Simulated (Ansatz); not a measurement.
Start from HgI2 (space group P6_3/mmc, No. 194; a hypothetical phase, not in the database extracts checked).

```cif
data_Hg2I4
_chemical_formula_sum 'Hg2 I4'
_space_group_name_H-M_alt 'P63/mmc'
_space_group_IT_number 194
_space_group_name_Hall '-P 6c 2c'
_cell_length_a 4.16611
_cell_length_b 4.16611
_cell_length_c 14.18333
_cell_angle_alpha 90.000
_cell_angle_beta 90.000
_cell_angle_gamma 120.000
loop_
_atom_site_label
_atom_site_type_symbol
_atom_site_symmetry_multiplicity
_atom_site_Wyckoff_symbol
_atom_site_fract_x
_atom_site_fract_y
_atom_site_fract_z
_atom_site_occupancy
Hg1 Hg 2 c 0.33333 0.66667 0.25000 1
I1 I 4 f 0.66667 0.33333 0.11514 1
```

All numbers come from PBE-D3(BJ) (Ansatz, a quantum-chemistry and plane-wave program, PAW, no spin-orbit coupling).

Carriers are added at fixed cell with a uniform background; the Fermi–Dirac width is that of 300 K.

One change was made to it. Results:

The gap between the host's bands falls by 0.21 eV, from 0.34 eV to 0.13 eV; the largest internal atomic displacement comes out as 0.072 Å.

### Question
Name the change that was made.
A. electrons 5.0×10^21 cm⁻³
B. electrons 3.0×10^21 cm⁻³
C. holes 3.0×10^21 cm⁻³
D. holes 5.0×10^21 cm⁻³

### Answer
B, electrons 3.0×10^21 cm⁻³. For comparison, the gap between the host's bands in the other runs: electrons 5.0×10^21 cm⁻³ gives zero; holes 3.0×10^21 cm⁻³ gives 0.49 eV; holes 5.0×10^21 cm⁻³ gives 0.57 eV.

Charged cell with a jellium background: band edges are those of the host's band count, energies are not comparable with the neutral cell, and many-body gap narrowing is missing. Spin-orbit coupling, missing from the scalar runs, can matter with Hg and I. No phonon test of stability was made. All final runs are without spin polarisation.
